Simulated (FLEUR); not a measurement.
FLEUR run on NbN (Fm-3m, 2 atoms in the cell): self-consistent single point.

Level of theory: FLEUR with LDA (Perdew-Zunger), all-electron FLAPW (FLEUR), scalar-relativistic valence.

```xyz
2
Lattice="0.0000 2.2113 2.2113 2.2113 0.0000 2.2113 2.2113 2.2113 0.0000" Properties=species:S:1:pos:R:3 pbc="T T T"
Nb     2.2113     2.2113     2.2113
N      0.0000     0.0000     0.0000
```

Reference input (self-consistent single point, DFT, PBE, all-electron FLAPW (FLEUR), scalar-relativistic valence): Kmax = 4.3 1/bohr; GmaxXC = 17.2 1/bohr; xcFunctional = pbe; jspins = 1; l_soc = F; mode = hist; fermiSmearingEnergy = 0.00367493 Htr; mesh (inpgen div1-3) = 17 17 17; inpgen gamma flag = false; Gmax = 17.2 1/bohr; numbands = 0; maxIterBroyd = 15. This run's input differs from it in these lines:

```diff
@@ -14,2 +14,3 @@
 &comp jspins=1 /
+&exco xctyp='pz' /
 &kpt div1=17 div2=17 div3=17 /
@@ -26,3 +27,3 @@
       <coreElectrons ctail="T" frcor="F" kcrel="0" coretail_lmax="0"/>
-      <xcFunctional name="pbe" relativisticCorrections="F"/>
+      <xcFunctional name="pz" relativisticCorrections="F"/>
       <magnetism jspins="1"/>
```

Output, abridged:

```
 Iteration:     1   Distance:      32.43837682 me/bohr^3
 Iteration:     2   Distance:      27.15848554 me/bohr^3
 Iteration:     3   Distance:       9.34250828 me/bohr^3
 Iteration:     4   Distance:      11.75561034 me/bohr^3
 Iteration:     5   Distance:       1.75728821 me/bohr^3
   [... 5 lines left out ...]
 Iteration:    11   Distance:       0.01428409 me/bohr^3
 Iteration:    12   Distance:       0.00093218 me/bohr^3
 Iteration:    13   Distance:       0.00086479 me/bohr^3
 Iteration:    14   Distance:       0.00000807 me/bohr^3
 Run finished successfully
 Stop message:
   Structural relaxation: Done

[file out, last iteration]
             iter=     15
[...]
          total density-effective poten   -6.2841229385E+03
          total charge density-energy d   -1.2153735695E+02
 Updated energy parameters for spin:           1
[...]
 fermi energy and band-weighting factors:

[...]
FERMIE:
          first approx. to ef    (T=0)  :   0.613372 htr   (energy of the highest occ. eigenvalue)
          number of occ. states  (T=0)  :       1503
          first approx. to seigv (T=0)  :  -2.839814 htr
          sum of weights of occ. states :   9.002850
          sum of semicore charge        :   0.000000 e
FERHIS:  Fermi-Energy by histogram:
          bandgap                     :   0.000468 htr
   [... lines left out ...]
          charge neutrality (T=0)     :   0.005699    (zero if the highest occ. eigenvalue is "entirely" occupied)
     EF_NEWTON:  Adjust Fermi-Energy by Newton-Method.
 Direct bandgap for spin            1 :    2.0757029917219949E-003  Htr
 ---->    free energy=                     -3870.9182966980 htr
   [... lines left out ...]
      extrapolation for T->0
 ---->    total electron energy=           -3870.9177242966 htr
 ***** TOTAL FORCES ON ATOMS *****
 TOTAL FORCE FOR ATOM TYPE=  1  X=  4.179   Y=  4.179   Z=  4.179
                       FX_TOT= 0.000000 FY_TOT= 0.000000 FZ_TOT= 0.000000
 TOTAL FORCE FOR ATOM TYPE=  2  X=  0.000   Y=  0.000   Z=  0.000
                       FX_TOT= 0.000000 FY_TOT= 0.000000 FZ_TOT= 0.000000
 Structural relaxation: Done
```

The run converged in 14 iterations. FLEUR gives forces in its relaxation mode, with a further iteration, so its stop message speaks of a relaxation. 

The starting cell comes from a database of computed structures (which also holds hypothetical and non-ambient phases and stackings), without a prior relaxation at this level. Its lattice was rescaled by a random factor within 2.5 % of one. Spin polarisation is off. Values depend on the basis (sphere radii, cutoffs, local orbitals), which need not be converged. The log's line on a gap gives a spacing of levels on this mesh, which the program prints for metals too.

Cost on one core of a shared machine: roughly 50 s.
